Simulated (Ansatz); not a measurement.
For As (model structure, started from the lonsdaleite type, P6₃/mmc, No. 194, 4 atoms in the cell), LDA (plane waves, PAW; Ansatz, an electronic-structure program) gives:

```
Quantity                               Value
------------------------------  ------------
equilibrium lattice constant a       4.514 Å
c axis length                        5.598 Å
bulk modulus B0                     47.3 GPa
cohesive energy                 3.78 eV/atom
```

Question: What does r²SCAN (plane waves, PAW; Ansatz) give for the same quantities?

Answer: 
- lattice constant a: 4.584 Å (rises by 1.6 %)
- lattice parameter c: 5.752 Å (grows by 2.8 %)
- bulk modulus: 43.8 GPa (shrinks by 7.4 %)
- cohesive energy: 2.64 eV/atom (decreases by 1.14 eV/atom)

Changes are worked out from the printed values.

Unless a cell is named, each level is at its own relaxed cell (LDA 24.69, r²SCAN 26.18 Å³/atom).

Caveats: the bulk modulus is −V dP/dV from two relaxed cells at ±2 % in volume (LDA, r²SCAN). Ansatz's density-functional and Hartree–Fock values are scalar-relativistic unless marked +SOC, with PAW data made under PBE.

A model structure was made by putting elements into a prototype or built by hand; it is no filed structure, need not be a known phase, and can be a saddle point held by its symmetry.
